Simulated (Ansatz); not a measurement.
The starting structures come from a database of crystals and need not be the phases stable at ambient conditions.

The decay constant κ of evanescent states in the gap governs leakage through a thin film.

Here is the system:

```yaml
crystal:
  lattice:
    - [5.45086, 0.00000, 0.00000]
    - [0.00000, 5.79445, 0.00000]
    - [0.00000, 0.00000, 12.27054]
  atoms:
    - { symbol: Cs, position: [0.91690, 0.75000, 0.40261] }
    - { symbol: Cs, position: [0.08310, 0.25000, 0.59739] }
    - { symbol: Cs, position: [0.91690, 0.25000, 0.09739] }
    - { symbol: Cs, position: [0.08310, 0.75000, 0.90261] }
    - { symbol: V, position: [0.45062, 0.75000, 0.17176] }
    - { symbol: V, position: [0.54938, 0.25000, 0.82824] }
    - { symbol: V, position: [0.45062, 0.25000, 0.32824] }
    - { symbol: V, position: [0.54938, 0.75000, 0.67176] }
    - { symbol: O, position: [0.14957, 0.75000, 0.15309] }
    - { symbol: O, position: [0.85043, 0.25000, 0.84691] }
    - { symbol: O, position: [0.14957, 0.25000, 0.34691] }
    - { symbol: O, position: [0.85043, 0.75000, 0.65309] }
    - { symbol: O, position: [0.59124, 0.75000, 0.05281] }
    - { symbol: O, position: [0.40876, 0.25000, 0.94719] }
    - { symbol: O, position: [0.59124, 0.25000, 0.44719] }
    - { symbol: O, position: [0.40876, 0.75000, 0.55281] }
    - { symbol: O, position: [0.54280, 0.00000, 0.25000] }
    - { symbol: O, position: [0.45720, 0.00000, 0.75000] }
    - { symbol: O, position: [0.45720, 0.50000, 0.75000] }
    - { symbol: O, position: [0.54280, 0.50000, 0.25000] }
```

The cell is taken as given; by r2SCAN it stands under a pressure of -1.4 GPa.

Transport runs along the normal of the first two printed cell vectors.

No gap correction and no spin-orbit coupling; mid-gap is the computed energy nearest the middle.

### Question
Predict the band gap and the smallest decay constant κ at mid-gap from r2SCAN in Ansatz (a program for electronic structure).

### Answer
Gap 3.38 eV on a 6×6×4 mesh; κ = 0.565 1/Å, at (0.333, 0.000) of the in-plane reciprocal vectors. At the zone centre the slowest state has κ = 0.57 1/Å.
